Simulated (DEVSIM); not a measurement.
Structure: Ti/Al2O3/n-In0.53Ga0.47As capacitor, at 300 K.

```tsv
layer (left to right)	material	thickness (nm)	Nd (cm⁻³)
1	Al2O3	2.10	-
2	In0.53Ga0.47As	6000	8.8e15
```

Metal gate on the left, work function 4.33 eV. Fixed charge at the semiconductor interface 2.4e10 cm⁻² (in units of +e); no interface traps.

Constants are typed, rounded textbook-type inputs, not results; the design itself was drawn at random and stands for no fabricated device. Values at 300 K.

```csv
parameter,Al2O3,In0.53Ga0.47As
gap (eV),6.8,0.74
affinity (eV),1.35,4.51
permittivity,9,13.9
Nc (cm⁻³),-,2.1e17
Nv (cm⁻³),-,7.7e18
```

Simulated with DEVSIM: 1D Poisson equation in equilibrium, Boltzmann statistics, complete ionisation; no quantum confinement or tunnelling. Metal contacts follow the ideal Schottky-Mott rule: no Fermi-level pinning, no interface dipoles.

The interface trap density was swept, all else fixed.

| interface trap density (cm^-2 eV^-1) | minimum of the low-frequency capacitance (μF/cm²) | threshold voltage (band bending 2φF) (V) | flat-band voltage (V) |
|---|---|---|---|
| 0 | 0.0499 | -0.76 | -0.26 |
| 1e10 | 0.0514 | -0.76 | -0.26 |
| 1e11 | 0.0654 | -0.76 | -0.26 |
| 3e11 | 0.0962 | -0.76 | -0.26 |
| 1e12 | 0.200 | -0.77 | -0.26 |
| 2e12 | 0.338 | -0.79 | -0.25 |

From the first row to the last the minimum of the low-frequency capacitance goes from 0.0499 to 0.338. From the first row to the last the threshold voltage (band bending 2φF) goes from -0.76 to -0.79.
